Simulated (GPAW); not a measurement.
Input and output of a relaxation of cell and atoms for ZrRh3 (Pm-3m, 4 atoms in the cell) (GPAW).

Level of theory: LDA (Perdew-Wang 92), GPAW PAW datasets LDA (gpaw-data 1.0.1) (plane waves; GPAW).

```xyz
4
Lattice="3.9341 0.0000 0.0000 0.0000 3.9341 0.0000 0.0000 0.0000 3.9341" Properties=species:S:1:pos:R:3 pbc="T T T"
Zr     0.0000     0.0000     0.0000
Rh     1.9671     1.9671     0.0000
Rh     0.0000     1.9671     1.9671
Rh     1.9671     0.0000     1.9671
```

Reference input (self-consistent single point, DFT LDA (Perdew-Wang 92), plane waves, GPAW PAW datasets LDA (gpaw-data 1.0.1)): mode = pw; ecut = 600 eV; xc = LDA; kpts = 6 6 6; mesh shift (steps) = 0 0 0; occupations.name = fermi-dirac; occupations.width = 0.05 eV; nbands = -12; symmetry.symmorphic = false; symmetry.tolerance = 0.0005; maxiter = 150. This run's input differs from it in these lines:

```diff
@@ -1,2 +1,4 @@
 from ase import Atoms
+from ase.filters import FrechetCellFilter
+from ase.optimize import BFGS
 from ase.units import GPa
@@ -19,2 +21,3 @@
             nbands=-12,
+            convergence={'density': 1e-05},
             symmetry={'symmorphic': False, 'tolerance': 0.0005},
@@ -23,2 +26,10 @@
 atoms.calc = calc
+
+target = FrechetCellFilter(atoms)
+
+opt = BFGS(target, logfile='-')
+converged = opt.run(fmax=0.05, steps=40)
+print('Relaxation converged:', converged)
+print('Cell:', atoms.cell.cellpar().round(4))
+print(atoms.get_scaled_positions().round(5))
```

The program printed (abridged):

```
     iter     time        total  log10-change:
                         energy   eigst   dens
iter:   1 --:--:--   -40.182973
iter:   2 --:--:--   -39.337347   -0.87  -1.28
iter:   3 --:--:--   -37.809609   -1.16  -1.34
iter:   4 --:--:--   -38.043138   -1.89  -1.62
iter:   5 --:--:--   -37.317256   -1.43  -1.53
iter:   6 --:--:--   -37.366230   -2.56  -2.24
iter:   7 --:--:--   -37.296162   -2.73  -2.08
iter:   8 --:--:--   -37.295549   -3.43  -2.57
iter:   9 --:--:--   -37.294304c  -3.75  -2.85
iter:  10 --:--:--   -37.293175c  -3.73  -2.93
iter:  11 --:--:--   -37.293009c  -5.18  -3.56
iter:  12 --:--:--   -37.293016c  -5.64  -3.77
iter:  13 --:--:--   -37.293037c  -5.86  -3.77
   [... 5 lines left out ...]
iter:  19 --:--:--   -37.292958c  -6.26  -3.99
iter:  20 --:--:--   -37.292954c  -7.24  -4.14
iter:  21 --:--:--   -37.292952c  -7.27  -4.25
iter:  22 --:--:--   -37.292954c  -7.01  -4.35
iter:  23 --:--:--   -37.292951c  -7.40c -4.49
iter:  24 --:--:--   -37.292951c  -7.69c -4.63
iter:  25 --:--:--   -37.292951c  -8.79c -5.19c
Converged after 25 iterations.

Dipole moment: (-0.000000, -0.000000, 0.000000) |e|*Ang

Energy contributions relative to reference atoms: (reference = -487813.953397)

Kinetic:        -12.434771
Potential:       +3.894180
External:        +0.000000
XC:             -28.646771
Entropy (-ST):   -0.028288
Local:           -0.091445
SIC:             +0.000000
--------------------------
Free energy:    -37.307095
Extrapolated:   -37.292951

Showing only first 2 kpts
 Kpt  Band  Eigenvalues  Occupancy
  0    26     12.06408    0.00000
  0    27     12.06408    0.00000
  0    28     12.06408    0.00000
  0    29     14.74355    0.00000

  1    26     11.21016    0.04888
  1    27     11.32828    0.00471
  1    28     12.06488    0.00000
  1    29     13.10685    0.00000

Fermi level: 11.02583

No gap
   [... lines left out ...]
Occupation numbers: Fermi-Dirac:
Atomic positions and initial magnetic moments
Free energy:    -37.338833
Fermi level: 11.18460
No gap
Occupation numbers: Fermi-Dirac:
Atomic positions and initial magnetic moments
Free energy:    -37.384763
Fermi level: 11.75360
No gap
   [... lines left out ...]
  0 Zr    0.00000    0.00000    0.00000
  1 Rh    0.00000    0.00000    0.00000
  2 Rh   -0.00000    0.00000    0.00000
  3 Rh    0.00000   -0.00000    0.00000

BFGS:    2 --:--:--      -37.384763        0.044606
Relaxation converged: True
Cell: [ 3.8765  3.8765  3.8765 90.     90.     90.    ]
[[0.  0.  0. ]
 [0.5 0.5 0. ]
 [0.  0.5 0.5]
 [0.5 0.  0.5]]
Energy (eV): -37.37182
Stress (GPa, Voigt): [-0.4907 -0.4907 -0.4907  0.      0.      0.    ]
```

The run converged. GPAW prints stress with tension positive. 

Summary of the result:
- Free energy E − TS (from the program's reference atoms): -37.3848 eV
- Fermi level (on the code's own zero): 11.75 eV
- Pressure: 0.49 GPa
- Final cell: a = 3.876 Å, b = 3.876 Å, c = 3.876 Å, α = 90.00°, β = 90.00°, γ = 90.00°
- Final volume per atom: 14.56 Å³
- Relaxation steps: 2

The starting cell comes from a database of computed structures (which also holds hypothetical and non-ambient phases and stackings), without a prior relaxation at this level. Spin polarisation is off. The relaxation keeps the symmetry of its start, so its end need not be a minimum.

Cost on one core of a shared machine: roughly 80 s.
